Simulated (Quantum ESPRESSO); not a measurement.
## Parameter sweep on the (001) slab of Ag (cut from a parent of space group no. 225; 4 atoms in the cell)

```yaml
crystal:
  lattice:
    - [2.86710, 0.00000, 0.00000]
    - [-2.86710, 2.86710, 0.00000]
    - [0.00000, 0.00000, 18.15660]
  atoms:
    - { symbol: Ag, position: [0.00000, 0.00000, 0.44349] }
    - { symbol: Ag, position: [0.00000, 0.50000, 0.33046] }
    - { symbol: Ag, position: [0.00000, 0.00000, 0.66954] }
    - { symbol: Ag, position: [0.00000, 0.50000, 0.55651] }
```

Base run A: Quantum ESPRESSO 7.5 with PBEsol, PSlibrary PAW (PBE) pseudopotentials, self-consistent single point.

Its settings: ecutwfc = 50 Ry; ecutrho = 300 Ry; occupations = smearing; smearing = mp; degauss = 0.0099958 Ry; input_dft = pbesol; potentials = {Ag: Ag.pbe-n-kjpaw_psl.1.0.0.UPF}; K_POINTS = automatic 9 9 1 0 0 0; tefield = true; dipfield = true; edir = 3; emaxpos = 0.97; eopreg = 0.05; eamp = 0; conv_thr = 1e-11 Ry; mixing_beta = 0.3.

The starting cell comes from a database of computed structures (which also holds hypothetical and non-ambient phases and stackings), without a prior relaxation at this level. The slab is cut from that crystal, and its faces are unrelaxed. Its lattice was rescaled in the plane by a random factor within 2.5 % of one.

ΔF is the free energy per atom less that of run A. 

Run A gave: largest force (eV/Å) 0.155; TS (meV/atom) 0.4; k-points 41.

Runs:
- B: degauss, K_POINTS = 0.002205 Ry, automatic 15 15 1 0 0 0
- C: degauss, K_POINTS = 0.0073499 Ry, automatic 15 15 1 0 0 0
- D: degauss, K_POINTS = 0.02205 Ry, automatic 15 15 1 0 0 0

### Question
What does run B change against A?

### Answer
The free energy rises by 3.1 meV/atom and the largest force goes from 0.155 to 0.140 eV/Å.

### Question
What does run C change against A?

### Answer
The free energy goes up by 3.1 meV/atom and the largest force goes from 0.155 to 0.145 eV/Å.

```tsv
run	ΔF (meV/atom)	largest force (eV/Å)	TS (meV/atom)	k-points
A	0.00	0.155	0.4	41
B	3.1	0.140	0.0	113
C	3.1	0.145	0.0	113
D	3.4	0.171	-1.3	113
```
